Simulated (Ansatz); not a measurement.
The reference is SiO₂ in the CdI2 type structure (space group P-3m1, No. 164; a hypothetical phase, not in the database extracts checked; layered, stacked along the Cartesian z axis).

```yaml
crystal:
  lattice:
    - [2.66991, 0.00000, 0.00000]
    - [-1.33495, 2.31221, 0.00000]
    - [0.00000, 0.00000, 4.50927]
  atoms:
    - { symbol: Si, position: [0.00000, 0.00000, 0.00000] }
    - { symbol: O, position: [0.66667, 0.33333, 0.20216] }
    - { symbol: O, position: [0.33333, 0.66667, 0.79784] }
```

Levels (all Ansatz, a first-principles code, PAW, earlier PAW set): PBEsol-D3(BJ) (420 eV, no SOC); HSE06 (420 eV, scalar-relativistic without spin-orbit coupling).

Its gap is 6.28 eV with PBEsol-D3(BJ) and 8.36 eV with HSE06.

Modification: a hydrostatic pressure of 75 GPa.

With PBEsol-D3(BJ) the gap becomes 7.07 eV.

Problem. If the HSE06 correction stayed the same, what would the HSE06 gap be, and what does the HSE06 run give?

Solution. A rigid correction of +2.08 eV gives 9.15 eV. The HSE06 run gives 9.22 eV, so the correction itself changes by +0.07 eV.

Single points use the geometry relaxed with PBEsol-D3(BJ). The hybrid gap comes from the SCF mesh plus the semilocal run's edge points and a few special points and is an upper bound. Load acts through the strain it causes; cell and atoms are relaxed under it. Stability against distortions was not tested. Competing high-pressure phases were not computed.
